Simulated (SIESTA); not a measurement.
SIESTA run on Mg₂Sn (Fm-3m, 3 atoms in the cell): self-consistent single point.

Computed with SIESTA with VDW LMKLL, numerical atomic orbitals DZP, PseudoDojo PBE standard norm-conserving potentials (rewritten from UPF to PSML).

```
Mg2Sn
1.0
    0.00000     3.38015     3.38015
    3.38015     0.00000     3.38015
    3.38015     3.38015     0.00000
Mg Sn
2 1
Cartesian
  1.69008   1.69008   1.69008
  5.07023   5.07023   5.07023
  0.00000   0.00000   0.00000
```

Reference input (self-consistent single point, DFT, GGA PBEsol, numerical atomic orbitals DZP, PseudoDojo PBEsol standard norm-conserving potentials (rewritten from UPF to PSML)): XC.functional = GGA; XC.authors = PBEsol; potentials = PseudoDojo PBEsol standard; PAO.BasisSize = DZP; PAO.EnergyShift = 0.01 Ry; MeshCutoff = 300 Ry; kgrid.MonkhorstPack = 9 9 9 shifted by 0.5 0.5 0.5; OccupationFunction = FD; ElectronicTemperature = 0.1 eV; MaxSCFIterations = 150; SCF.Mixer.Method = Broyden; SCF.Mixer.Weight = 0.25. This run's input differs from it in these lines:

```diff
@@ -1,2 +1,2 @@
-# files in the folder: Mg.psml Sn.psml (PseudoDojo PBEsol standard)
+# files in the folder: Mg.psml Sn.psml (PseudoDojo PBE standard)
 SystemName  Mg2Sn
@@ -23,4 +23,4 @@
 
-XC.functional                GGA
-XC.authors                   PBEsol
+XC.functional                VDW
+XC.authors                   LMKLL
 PAO.BasisSize                DZP
```

Output, abridged:

```
        iscf     Eharris(eV)        E_KS(eV)     FreeEng(eV)     dDmax    Ef(eV) dHmax(eV)
   scf:    1    -5398.235584    -5403.025688    -5403.029629  1.714735 -2.732436  5.247869
   scf:    2    -5403.483210    -5403.267891    -5403.276494  0.033361 -2.691578  3.530002
   scf:    3    -5403.468559    -5403.397314    -5403.413227  0.042329 -2.661470  0.789844
   scf:    4    -5403.414229    -5403.407431    -5403.422467  0.021306 -2.741168  0.080229
   scf:    5    -5403.407357    -5403.407398    -5403.422494  0.001981 -2.747538  0.012881
   [... 3 lines left out ...]
   scf:    9    -5403.407475    -5403.407474    -5403.422511  0.000023 -2.754226  0.000213
   scf:   10    -5403.407474    -5403.407474    -5403.422511  0.000015 -2.754239  0.000211
   scf:   11    -5403.407474    -5403.407474    -5403.422511  0.000011 -2.754249  0.000179
   scf:   12    -5403.407474    -5403.407474    -5403.422511  0.000009 -2.754256  0.000140
SCF Convergence by DM+H criterion
max |DM_out - DM_in|         :     0.0000085100
max |H_out - H_in|      (eV) :     0.0001404682
SCF cycle converged after 12 iterations

Using DM_out to compute the final energy and forces

siesta: E_KS(eV) =            -5403.4075

siesta: E_KS - E_eggbox =     -5403.4075

siesta: Atomic forces (eV/Ang):
     1    0.000032    0.000032    0.000032
     2   -0.000032   -0.000032   -0.000032
     3   -0.000000   -0.000000   -0.000000
   Tot   -0.000000   -0.000000    0.000000
   Max    0.000032
   Res    0.000026    sqrt( Sum f_i^2 / 3N )
   Max    0.000032    constrained

Stress tensor Voigt[x,y,z,yz,xz,xy] (kbar):      -57.53      -57.53      -57.53        0.91        0.91        0.91
(Free)E + p*V (eV/cell)    -5400.6491
Target enthalpy (eV/cell)    -5403.4225

   [... lines left out ...]
siesta: FreeEng =     -5403.422511
   [... lines left out ...]
siesta:    -0.035907    0.000570    0.000570
siesta:     0.000570   -0.035907    0.000570
siesta:     0.000570    0.000570   -0.035907

siesta: Cell volume =         77.239569 Ang**3

siesta: Pressure (static):
siesta:                Solid            Molecule  Units
siesta:           0.00039108          0.00039109  Ry/Bohr**3
siesta:           0.03590696          0.03590835  eV/Ang**3
siesta:          57.52929907         57.53152696  kBar
```

The run converged in 12 iterations. Against the reference run the pressure goes from 2.19 to 5.75 GPa and the largest force hardly changes (0.002 to 0.000 eV/Å). The full log also holds: “xc_check: WARNING: Pseudopotential generated with GGA PBE functional”.

The starting cell comes from a database of computed structures (which also holds hypothetical and non-ambient phases and stackings), without a prior relaxation at this level. Values carry the incompleteness of an atom-centred basis. With a pressure of about 6 GPa the cell is away from its equilibrium volume at this level.

Cost on one core of a shared machine: roughly 50 s.
